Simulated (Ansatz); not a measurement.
Base system: GaP in the zinc blende structure (space group F-43m, No. 216).

```yaml
crystal:
  lattice:
    - [0.00000, 2.75302, 2.75302]
    - [2.75302, 0.00000, 2.75302]
    - [2.75302, 2.75302, 0.00000]
  atoms:
    - { symbol: P, position: [0.75000, 0.75000, 0.75000] }
    - { symbol: Ga, position: [0.00000, 0.00000, 0.00000] }
```

Computed with DFT with PBE, PAW potentials and a 420 eV plane-wave cutoff in Ansatz (a first-principles code), no spin-orbit coupling.

Before the change:

The electron mass comes out as 0.10 mₑ (at Γ).

Modification: the cell is scaled by 1.0135 in all directions, atoms relaxed at fixed cell.

Problem. What happens to the electron mass?

Solution. The electron mass becomes 0.083 mₑ (at Γ) (base: 0.10 mₑ (at Γ)).

Problem. Predict the new mean gap deformation potential ΔEg/Δln V.

Solution. The mean gap deformation potential ΔEg/Δln V is -8.1 eV.

The cells carry an imposed strain or load. Effective masses come from finite differences of ±0.01 Å⁻¹. No phonon test of stability was made. The real GaP has an indirect gap at ambient pressure; PBE orders its close-lying valleys differently.
